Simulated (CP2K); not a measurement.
Checking a run of CP2K on VAg₂AsO₆ (P-1, 20 atoms in the cell). The aim is a self-consistent single point with DFT LDA (Pade form), GPW, DZVP-MOLOPT-SR-GTH basis, GTH-PADE potentials (GTH_POTENTIALS).

The input file:

```
&GLOBAL
  PROJECT vag2aso6
  RUN_TYPE ENERGY_FORCE
  PRINT_LEVEL LOW
&END GLOBAL
&FORCE_EVAL
  METHOD Quickstep
  STRESS_TENSOR ANALYTICAL
  &DFT
    BASIS_SET_FILE_NAME BASIS_MOLOPT
    POTENTIAL_FILE_NAME GTH_POTENTIALS
    &QS
      METHOD GPW
      EPS_DEFAULT 1E-10
    &END QS
    &MGRID
      CUTOFF 600
      REL_CUTOFF 60
      NGRIDS 5
    &END MGRID
    &POISSON
      PERIODIC NONE
      POISSON_SOLVER MT
    &END POISSON
    &SCF
      SCF_GUESS ATOMIC
      EPS_SCF 1E-7
      MAX_SCF 100
      ADDED_MOS 24
      &DIAGONALIZATION
        ALGORITHM STANDARD
      &END DIAGONALIZATION
      &MIXING
        METHOD BROYDEN_MIXING
        ALPHA 0.3
        NBUFFER 10
        BETA 1
      &END MIXING
    &END SCF
    &KPOINTS
      SCHEME MONKHORST-PACK 3 3 3
    &END KPOINTS
    &XC
      &XC_FUNCTIONAL PADE
      &END XC_FUNCTIONAL
    &END XC
    &PRINT
      &MO
        EIGENVALUES T
        OCCUPATION_NUMBERS T
        NDIGITS 8
        FILENAME mo
        &EACH
          QS_SCF 0
        &END EACH
        ADD_LAST NUMERIC
      &END MO
      &MULLIKEN OFF
      &END MULLIKEN
    &END PRINT
  &END DFT
  &SUBSYS
    &CELL
      A 6.53573000 0.00000000 0.00000000
      B -0.00405000 6.53734900 0.00000000
      C -3.16882800 -0.21072800 6.46863900
      PERIODIC XYZ
    &END CELL
    &COORD
      V       -1.53048777     0.37470815     4.68614084
      V        4.89333977     5.95191285     1.78249816
      Ag      -0.02712140     2.45979076     1.56379348
      Ag       3.38997340     3.86683024     4.90484552
      Ag       3.16425250     2.37689108     1.83890469
      Ag       0.19859950     3.94972992     4.62973431
      As       1.73736802     0.82723013     5.23177054
      As       1.62548398     5.49939087     1.23686846
      O        1.80019625     2.34993713     4.44628370
      O        1.56265575     3.97668387     2.02235530
      O        4.83242759     1.21313272     0.48773538
      O       -1.46957559     5.11348828     5.98090362
      O        0.38451593    -0.08374392     4.66770522
      O        2.97833607     6.41036492     1.80093378
      O        3.11001894    -0.12732568     4.80949778
      O        0.25283306     6.45394668     1.65914122
      O       -1.55996663     5.10406953     3.29603032
      O        4.92281863     1.22255147     3.17260868
      O       -1.48529268     1.57824258     5.83775264
      O        4.84814468     4.74837842     0.63088636
    &END COORD
    &KIND V
      BASIS_SET DZVP-MOLOPT-SR-GTH-q13
      POTENTIAL GTH-PADE-q13
    &END KIND
    &KIND Ag
      BASIS_SET DZVP-MOLOPT-SR-GTH-q11
      POTENTIAL GTH-PADE-q11
    &END KIND
    &KIND As
      BASIS_SET DZVP-MOLOPT-SR-GTH-q5
      POTENTIAL GTH-PADE-q5
    &END KIND
    &KIND O
      BASIS_SET DZVP-MOLOPT-SR-GTH-q6
      POTENTIAL GTH-PADE-q6
    &END KIND
  &END SUBSYS
  &PRINT
    &FORCES ON
    &END FORCES
    &STRESS_TENSOR ON
    &END STRESS_TENSOR
  &END PRINT
&END FORCE_EVAL
```

Output, abridged:

```
 GLOBAL| Method name                                                        CP2K
 GLOBAL| Project name                                                   vag2aso6
 GLOBAL| Run type                                                   ENERGY_FORCE

 TOTAL NUMBERS AND MAXIMUM NUMBERS

   [... lines left out ...]
                        eps_diis:                                       1.00E-01
                        eps_eigval:                                     1.00E-05
                        level_shift [a.u.]:                             0.000000
                        added MOs                                        24    0
                        Mixing method:                            BROYDEN_MIXING
                                                charge density mixing in g-space
                        No outer SCF

 *** WARNING in pw_env_methods.F:755 :: The selected periodicities in the ***
 *** sections &CELL and &POISSON do not match                             ***

 Extrapolation method: initial_guess

 Number of electrons:                                                        152
 Number of occupied orbitals:                                                 76
 Number of molecular orbitals:                                               100

 Number of orbital functions:                                                334
 Number of independent orbital functions:                                    334
 SCF WAVEFUNCTION OPTIMIZATION

  Step     Update method      Time    Convergence         Total energy    Change
     1 NoMix/Diag. 0.30E+00      -     1.65368385      -495.2600770039 -4.95E+02
     2 Broy./Diag. 0.30E+00      -     1.49342454      -479.9797312603  1.53E+01
     3 Broy./Diag. 0.30E+00      -     0.25374874      -497.0344801323 -1.71E+01
     4 Broy./Diag. 0.30E+00      -     0.13888426      -497.5812451190 -5.47E-01
     5 Broy./Diag. 0.30E+00      -     0.13228415      -496.3327397849  1.25E+00
     6 Broy./Diag. 0.30E+00      -     0.05455387      -495.6280082284  7.05E-01
   [... 15 lines left out ...]
    22 Broy./Diag. 0.30E+00      -     0.00000063      -495.3002831023 -6.31E-06
    23 Broy./Diag. 0.30E+00      -     0.00000046      -495.3002777600  5.34E-06
    24 Broy./Diag. 0.30E+00      -     0.00000012      -495.3002765161  1.24E-06
    25 Broy./Diag. 0.30E+00      -     0.00000004      -495.3002783162 -1.80E-06
  *** SCF run converged in    25 steps ***

  Overlap energy of the core charge distribution:               0.00000112863205
  Self energy of the core charge distribution:              -1013.06237116872660
  Core Hamiltonian energy:                                    293.55670429444706
  Hartree energy:                                             308.09989338039946
  Exchange-correlation energy:                                -83.89450595097981

  Total energy:                                              -495.30027831622789

 ENERGY| Total FORCE_EVAL ( QS ) energy [hartree]           -495.300278565740712

 FORCES| Atomic forces [hartree/bohr]
 FORCES|   Atom     x               y               z               |f|
   [... lines left out ...]
 STRESS|                        x                   y                   z
 STRESS|      x       -1.62776269201E+07  -8.73009771958E+03  -4.68597663037E+04
 STRESS|      y       -8.73009771958E+03  -1.62676279481E+07  -5.58664732256E+04
 STRESS|      z       -4.68597663037E+04  -5.58664732256E+04  -1.62349270150E+07
 STRESS| 1/3 Trace                                            -1.62600606277E+07
```

**Question.** Can these results be used? Check the input.

**Answer.** The run is not sound. The fault is a Poisson solver that does not fit the cell's periodicity. The periodicity of the electrostatics has to match that of the cell. To fix it, match the two. The run converged in 25 iterations without an error; against the sound input the free energy goes up by 927 meV/atom, the pressure goes from -11.05 to -1626 GPa, the largest force goes from 1.768 to 63.90 eV/Å and the gap on the mesh goes from 1.399 to 0.673 eV. The full log also holds: “WARNING in pw_env_methods.F:755 :: The selected periodicities in the  sections &CELL and &POISSON do not match”.

The sound input it was made from differs as follows (other fixes are possible):
```diff
-    &POISSON
-      PERIODIC NONE
-      POISSON_SOLVER MT
-    &END POISSON
```

With that input, the run converged in 23 iterations: free energy E − TS -13496.3423 eV; top of the valence band (on the code's own zero) 3.38 eV; gap on the k-point mesh 1.40 eV; pressure -11.05 GPa; largest force (vector length) 1.768 eV/Å (DFT LDA (Pade form), GPW, DZVP-MOLOPT-SR-GTH basis, GTH-PADE potentials (GTH_POTENTIALS)).

On the sound input: the starting cell comes from a database of computed structures (which also holds hypothetical and non-ambient phases and stackings), without a prior relaxation at this level. Values carry the incompleteness of an atom-centred basis. With a pressure of about -11 GPa the cell is away from its equilibrium volume at this level. Forces in this geometry exceed 1 eV/Å.
